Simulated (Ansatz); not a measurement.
## Response to strain in CdS

Start from CdS in the zinc blende structure (space group F-43m, No. 216; a = 5.878 Å). Axes: x, y, z lie along the cube axes.

Strains are applied to the cell and any free atomic positions relax; under biaxial strain the out-of-plane vector relaxes too.

Calculations: Kohn–Sham DFT with the r2SCAN functional, run in Ansatz (a program for electronic structure) with PAW and 500 eV plane waves, without spin-orbit coupling.

Candidates:
(a) biaxial strain −4.09 %, plane normal [001], relaxed out of plane
(b) isotropic strain −1.66 %
(c) biaxial strain +0.76 %, plane normal [111], relaxed out of plane

Notes on the quantities. energy relative to the base: free energy F.

Question: Order them by energy relative to the base, lowest first.

Answer: (c) biaxial strain +0.76 %, plane normal [111], relaxed out of plane (+0.9 meV/atom), (b) isotropic strain −1.66 % (+13 meV/atom), (a) biaxial strain −4.09 %, plane normal [001], relaxed out of plane (+14 meV/atom)

No phonon test of stability was made.
